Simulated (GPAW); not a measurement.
## Worked example: self-consistent single point of LiMnN2 (I-42d, 8 atoms in the cell) in GPAW

Method: PBEsol, GPAW PAW datasets PBEsol (made by gpaw-setup) (plane waves; GPAW 25.7.0).

Input:

```python
from ase import Atoms
from ase.units import GPa
from gpaw import GPAW

atoms = Atoms(['Li', 'Li', 'Mn', 'Mn', 'N', 'N', 'N', 'N'],
              cell=[[-2.280690, 2.280690, 4.196060],
                    [2.280690, -2.280690, 4.196060],
                    [2.280690, 2.280690, -4.196060]],
              scaled_positions=[[0.250000, 0.750000, 0.500000],
                                [0.500000, 0.500000, 0.000000],
                                [0.750000, 0.250000, 0.500000],
                                [0.000000, 0.000000, 0.000000],
                                [0.375000, 0.943480, 0.068480],
                                [0.056520, 0.125000, 0.431520],
                                [0.875000, 0.306520, 0.931520],
                                [0.693480, 0.625000, 0.568480]],
              pbc=True)

atoms.set_initial_magnetic_moments([0.0, 0.0, 4.0, 4.0, 0.0, 0.0, 0.0, 0.0])

calc = GPAW(spinpol=True,
            mode={'name': 'pw', 'ecut': 900},
            xc='PBEsol',
            kpts=(5, 5, 5),
            occupations={'name': 'methfessel-paxton', 'width': 0.2, 'order': 0},
            nbands=-16,
            convergence={'density': 1e-05, 'energy': 1e-05},
            symmetry={'symmorphic': False, 'tolerance': 0.0005},
            maxiter=150,
            txt='-')

atoms.calc = calc

energy = atoms.get_potential_energy()
print('Energy (eV):', round(energy, 6))
forces = atoms.get_forces()
print('Forces (eV/Ang):')
print(forces.round(5))
stress = atoms.get_stress()
print('Stress (GPa, Voigt):', (stress / GPa).round(4))
```

Log, with long lists cut:

```
Input parameters:
  convergence: {density: 1e-05,
                energy: 1e-05}
  kpts: [5 5 5]
  maxiter: 150
  mode: {ecut: 900,
         name: pw}
  nbands: -16
  occupations: {name: methfessel-paxton,
                order: 0,
                width: 0.2}
  spinpol: True
  symmetry: {symmorphic: False,
             tolerance: 0.0005}
  xc: PBEsol

species:
  Li:
    name: Lithium
    Z: 3.0
    valence: 1
    core: 2
    charge: 0.0
    file: Li.PBEsol.gz

    # Using partial waves for Li as LCAO basis

  Mn:
    name: Manganese
    Z: 25.0
    valence: 15
    core: 10
    charge: 0.0
    file: Mn.PBEsol.gz

    # Using partial waves for Mn as LCAO basis

  N:
    name: Nitrogen
    Z: 7.0
    valence: 5
    core: 2
    charge: 0.0
    file: N.PBEsol.gz

    # Using partial waves for N as LCAO basis

Reference energy: -69272.577463  # eV

Spin-polarized calculation.
Initial magnetic moment: 8.000000

Convergence criteria:
 Maximum [total energy] change in last 3 cyles: 1e-05 eV / valence electron
 Maximum integral of absolute [dens]ity change: 1e-05 electrons / valence electron
 Maximum integral of absolute [eigenst]ate change: 4e-08 eV^2 / valence electron
 Maximum number of scf [iter]ations: 150

Symmetries present (total): 8
Symmetries with fractional translations: 4
125 k-points: 5 x 5 x 5 Monkhorst-Pack grid
18 k-points in the irreducible part of the Brillouin zone
       k-points in crystal coordinates                weights
   0:     0.00000000    0.00000000    0.00000000          1/125
   1:     0.20000000   -0.20000000    0.00000000          4/125
   2:     0.20000000   -0.20000000    0.20000000          4/125
   [... 7 lines left out ...]
          ...
  17:     0.40000000    0.40000000    0.40000000          8/125

Wave functions: Plane wave expansion
  Cutoff energy: 900.000 eV
  Number of coefficients (min, max): 5317, 5362
  Pulay-stress correction: 0.000000 eV/Ang^3 (de/decut=0.000000)

Occupation numbers: Methfessel-Paxton:
  width: 0.2000  # eV
  order: 0

Eigensolver

Densities:
  Coarse grid: 40*40*40 grid
  Fine grid: 80*80*80 grid
  Total Charge: 0.000000

Density mixing:
  Method: difference
  Backend: pulay
  Linear mixing parameter: 0.05
  old densities: 5
  Damping of long wavelength oscillations: 50

Hamiltonian:
  XC and Coulomb potentials evaluated on a 80*80*80 grid
  External potential:
    NoExternalPotential

XC parameters: PBEsol with 2 nearest neighbor stencil

Number of atoms: 8
Number of atomic orbitals: 50
Number of bands in calculation: 46
Number of valence electrons: 52
Bands to converge: occupied

Density initialized from atomic densities
  46 bands from LCAO basis set

Atomic positions and initial magnetic moments

Positions:
   0 Li     2.280690    0.000000    2.098030    ( 0.0000,  0.0000,  0.0000)
   1 Li     0.000000    0.000000    4.196060    ( 0.0000,  0.0000,  0.0000)
   2 Mn     0.000000    2.280690    2.098030    ( 0.0000,  0.0000,  4.0000)
   3 Mn     0.000000    0.000000    0.000000    ( 0.0000,  0.0000,  4.0000)
   4 N      1.452708   -1.140345    5.245075    ( 0.0000,  0.0000,  0.0000)
   5 N      1.140345    0.827982   -1.049015    ( 0.0000,  0.0000,  0.0000)
   6 N      0.827982    3.421035    1.049015    ( 0.0000,  0.0000,  0.0000)
   7 N      1.140345    1.452708    3.147045    ( 0.0000,  0.0000,  0.0000)

Unit cell:
           periodic     x           y           z      points  spacing
  1. axis:    yes   -2.280690    2.280690    4.196060    40     0.1002
  2. axis:    yes    2.280690   -2.280690    4.196060    40     0.1002
  3. axis:    yes    2.280690    2.280690   -4.196060    40     0.0806

  Lengths:   5.292449   5.292449   5.292449
  Angles:  128.946449 128.946449  75.096755

Effective grid spacing dv^(1/3) = 0.1109

     iter     time        total  log10-change:  magmom
                         energy   eigst   dens
iter:   1 --:--:--   -67.411399                   +8.0222
iter:   2 --:--:--   -65.246740   -1.15  -0.91    +5.2067
iter:   3 --:--:--   -63.170756   -1.12  -1.00    +4.0566
iter:   4 --:--:--   -63.354503   -1.63  -1.32    +4.3130
iter:   5 --:--:--   -65.562527   -1.38  -1.17    +4.2930
iter:   6 --:--:--   -63.746682   -2.30  -1.28    +3.9477
   [... 8 lines left out ...]
iter:  15 --:--:--   -62.464093   -4.48  -2.46    +1.4479
iter:  16 --:--:--   -62.464050   -4.85  -2.59    +1.3744
iter:  17 --:--:--   -62.460854   -4.56  -2.58    +1.3540
iter:  18 --:--:--   -62.459806   -4.27  -2.84    +1.3465
iter:  19 --:--:--   -62.459777   -5.67  -3.39    +1.3503
iter:  20 --:--:--   -62.459802c  -6.21  -3.50    +1.3602
iter:  21 --:--:--   -62.459849c  -6.66  -3.78    +1.3618
iter:  22 --:--:--   -62.459815c  -6.74  -3.82    +1.3605
iter:  23 --:--:--   -62.459803c  -6.96  -3.97    +1.3588
iter:  24 --:--:--   -62.459827c  -7.35  -4.11    +1.3609
iter:  25 --:--:--   -62.459839c  -8.30c -4.53    +1.3622
iter:  26 --:--:--   -62.459862c  -7.93c -4.60    +1.3648
iter:  27 --:--:--   -62.459880c  -8.29c -4.83    +1.3667
iter:  28 --:--:--   -62.459908c  -7.65c -4.83    +1.3703
iter:  29 --:--:--   -62.459902c  -9.28c -4.93    +1.3697
iter:  30 --:--:--   -62.459898c  -8.27c -4.94    +1.3692
iter:  31 --:--:--   -62.459900c  -9.64c -4.99    +1.3694
iter:  32 --:--:--   -62.459903c  -9.72c -5.01c   +1.3698

Converged after 32 iterations.

Dipole moment: (2.303924, -2.303924, -0.000000) |e|*Ang

Total magnetic moment: (0.000000, 0.000000, 1.369757)
Local magnetic moments:
   0 Li ( 0.000000,  0.000000,  0.003999)
   1 Li ( 0.000000,  0.000000,  0.003999)
   2 Mn ( 0.000000,  0.000000,  0.663867)
   3 Mn ( 0.000000,  0.000000,  0.663867)
   4 N  ( 0.000000,  0.000000, -0.003810)
   5 N  ( 0.000000,  0.000000, -0.003810)
   6 N  ( 0.000000,  0.000000, -0.003810)
   7 N  ( 0.000000,  0.000000, -0.003810)

Energy contributions relative to reference atoms: (reference = -69272.577463)

Kinetic:        +26.552014
Potential:      -35.701344
External:        +0.000000
XC:             -54.008639
Entropy (-ST):   -0.089646
Local:           +0.742889
SIC:             +0.000000
--------------------------
Free energy:    -62.504726
Extrapolated:   -62.459903

Spin contamination: 0.077617 electrons
Showing only first 2 kpts
                      Up                     Down
 Kpt  Band  Eigenvalues  Occupancy  Eigenvalues  Occupancy
  0    24      3.31590    1.00000      3.88383    1.00000
  0    25      4.10257    0.99998      4.56468    0.80495
  0    26      4.47398    0.93328      4.92762    0.04391
  0    27      4.47398    0.93328      4.92762    0.04391

  1    24      3.83029    1.00000      4.42705    0.96657
  1    25      3.94400    1.00000      4.60661    0.71325
  1    26      4.48890    0.91852      4.91677    0.05152
  1    27      4.58148    0.77053      5.02700    0.00798

Fermi level: 4.68622

No gap
No difference between direct/indirect transitions
Energy (eV): -62.459903

Forces in eV/Ang:
  0 Li    0.00000    0.00000    0.00000
  1 Li    0.00000    0.00000    0.00000
  2 Mn    0.00000    0.00000    0.00000
  3 Mn    0.00000    0.00000    0.00000
  4 N     0.39036   -0.00000   -0.00000
  5 N    -0.00000   -0.39036    0.00000
  6 N    -0.39036    0.00000   -0.00000
  7 N     0.00000    0.39036   -0.00000

Stress tensor:
     0.034364     0.000000    -0.000000
     0.000000     0.034364     0.000000
    -0.000000     0.000000     0.037503
Stress (GPa, Voigt): [ 5.5057  5.5057  6.0087  0.     -0.      0.    ]
```

The run converged in 32 iterations. GPAW prints stress with tension positive.

At such cutoffs GPAW's stress carries a finite-basis (Pulay) error, which enters relaxed cells too; its log prints stress with tension positive.

The starting cell comes from a database of computed structures (which also holds hypothetical and non-ambient phases and stackings), without a prior relaxation at this level. The moments shrank to a small part of their start, a low-spin state that need not be the lowest.

Cost on one core of a shared machine: roughly 4 min.
